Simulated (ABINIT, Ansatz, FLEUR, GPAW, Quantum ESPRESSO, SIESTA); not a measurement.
## One structure in several programs: NbRu3 (P6_3/mmc, 8 atoms in the cell)

Self-consistent single point, at a second geometry (lattice scaled by 0.98). First geometry:

```
NbRu3
1.0
    5.56044     0.00000     0.00000
   -2.78022     4.81548     0.00000
    0.00000     0.00000     4.38106
Nb Ru
2 6
Direct
  0.33333   0.66667   0.75000
  0.66667   0.33333   0.25000
  0.16473   0.32945   0.25000
  0.83527   0.67055   0.75000
  0.83527   0.16473   0.75000
  0.16473   0.83527   0.25000
  0.67055   0.83527   0.25000
  0.32945   0.16473   0.75000
```

Shared settings, as Ansatz (an electronic-structure program) writes them: kpoints.mp_grid.grid = 4 4 5; scf.occupations.method = fermi_dirac; scf.occupations.width = 0.0073 Ry. Potentials and cutoffs stand in the table.

```
code                                                                                                                                      model  ΔF from the first geometry (meV/atom)  pressure (GPa)  largest force (eV/Å)           cutoff
----------------  -----------------------------------------------------------------------------------------------------------------------------  -------------------------------------  --------------  --------------------  ---------------
FLEUR                                                                           PBEsol, all-electron FLAPW (FLEUR), scalar-relativistic valence                                   15.4               –                 0.243  Kmax 4.2 1/bohr
Ansatz                                                                                                          PBEsol, PAW files made with PBE                                   10.1           11.34                 0.240          default
SIESTA            GGA PBEsol, numerical atomic orbitals DZP, PseudoDojo PBEsol standard norm-conserving potentials (rewritten from UPF to PSML)                                    8.2           11.55                 0.247      grid 300 Ry
Quantum ESPRESSO                                                                           PBEsol, GBRV 1.5 ultrasoft (PBESOL) pseudopotentials                                    8.2           11.00                 0.238            40 Ry
GPAW                                                                                      PBEsol, GPAW PAW datasets PBEsol (made by gpaw-setup)                                    6.1           10.27                 0.230           600 eV
ABINIT                                                           PBEsol, norm-conserving pseudopotentials (PseudoDojo nc-sr-04 PBEsol standard)                                   12.3           11.93                 0.242          1143 eV
```

A dash marks a value that a program does not give, or that is left out as unsure.

On Ansatz's run: spin polarisation is off.

The spread over the programs that give each value: ΔF from the first geometry within 9.3 meV/atom; pressure within 1.66 GPa; largest force within 0.017 eV/Å.

SIESTA uses small atom-centred bases, whose incompleteness enters pressures, forces and empty levels differently from a plane-wave cutoff. FLEUR treats all electrons, but the usual bases taken here (sphere radii, linearisation, local orbitals, empty states) were not tested for convergence, so the values are no reference for the others. Ansatz's pressure is given at a fixed set of plane waves, as the other plane-wave codes print theirs; with its correction for the finite basis it is 11.52 GPa.

The starting cell comes from a database of computed structures (which also holds hypothetical and non-ambient phases and stackings), without a prior relaxation at this level. For this run, on top of that: lattice scaled by 0.98.

Left out of this page: Elk (not drawn, or without a comparable value).

Keys are those of Ansatz 0.2.
